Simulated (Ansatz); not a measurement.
# SiGe: response to strain

Start from SiGe in the wurtzite structure (space group P6_3mc, No. 186; a model cell, its experimental status unchecked).

```yaml
crystal:
  lattice:
    - [3.90406, 0.00000, 0.00000]
    - [-1.95203, 3.38101, 0.00000]
    - [0.00000, 0.00000, 6.45485]
  atoms:
    - { symbol: Ge, position: [0.66667, 0.33333, 0.99956] }
    - { symbol: Ge, position: [0.33333, 0.66667, 0.49956] }
    - { symbol: Si, position: [0.66667, 0.33333, 0.62564] }
    - { symbol: Si, position: [0.33333, 0.66667, 0.12564] }
```

Strains are applied to the cell and any free atomic positions relax.

Level of theory: r2SCAN in Ansatz (plane waves to 500 eV, PAW, spin-orbit coupling left out).

Notes on the quantities. pressure: mean of the normal stresses, compression positive.

| isotropic strain (%) | pressure (GPa) |
|---|---|
| -2.87 | 8.9 |
| 0 | 0.0 |
| 3.92 | -7.5 |
| 4.3 | ? |
| 4.7 | -8.5 |

**Question.** Fit P = P₀ − Bδ + Cδ² with δ = (1 + ε)³ − 1 to the rows shown and predict the withheld row.

**Answer.** Least squares on the printed values gives P₀ = 0.0 GPa, B = 88.2 GPa (at held cell shape), C = 209 GPa (largest residual 0.1 GPa); this predicts -8.0 GPa, and the run gives -8.0 GPa, in agreement.

Whether these cells are dynamically stable was not tested.

Ansatz is an electronic-structure program.
